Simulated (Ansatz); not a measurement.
The reference is GaN in the wurtzite structure (space group P6_3mc, No. 186).

```
GaN
1.0
    3.18330     0.00000     0.00000
   -1.59165     2.75682     0.00000
    0.00000     0.00000     5.18388
Ga N
2 2
Cartesian
  1.59165   0.91894   0.00512
  0.00000   1.83788   2.59706
  1.59165   0.91894   3.23584
  0.00000   1.83788   0.64390
```

Cartesian axes are those of the cell as printed.

Level of theory: Ansatz (an electronic-structure program) r2SCAN, without spin-orbit coupling, earlier PAW set.

For the base:

- Pressure: 0.00 GPa
- Band gap: 2.35 eV

Now apply this change: biaxial strain −1.22 %, plane normal [001], relaxed out of plane (Cartesian); in-plane vectors clamped, the third vector and the atoms free.

Problem. Estimate the effect on the ratio −ε⊥/ε∥.

Solution. The ratio −ε⊥/ε∥ is 0.47.

Problem. How does this affect the pressure?

Solution. The pressure (mean of the normal stresses, compression positive) goes from zero to 3.83 GPa.

Problem. Estimate the effect on the band gap.

Solution. The band gap increases by 0.05 eV (2.35 eV → 2.40 eV).

Whether these cells are dynamically stable was not tested.
